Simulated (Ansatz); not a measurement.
Take PtTe2 (space group P-3m1, No. 164; a = 4.009 Å, c = 4.960 Å; layered; relaxed with 0.1 eV smearing) as the base. Axes: x lies along a and z along c of the hexagonal cell.

Method: PBEsol-D3(BJ) (Ansatz, a first-principles code), no SOC.

Perturbation: uniaxial strain ε_zz = −1.50 %, all other strain components held at zero, atoms relaxed at fixed cell.

### Question
Predict the stress tensor and what it implies for the stiffness.

### Answer
Stress of the strained cell less that of the base (GPa, compression positive):
```
    1.0     0.0     0.0
    0.0     1.0     0.0
    0.0     0.0     1.6
```

Then −Δσ_ii/ε with ε = -0.0150 gives secant stiffness values (nonlinear terms included at this strain): C33 ≈ 105 GPa, C13 ≈ 64 GPa and C23 ≈ 64 GPa.

No phonon test of stability was made. All final runs are without spin polarisation.
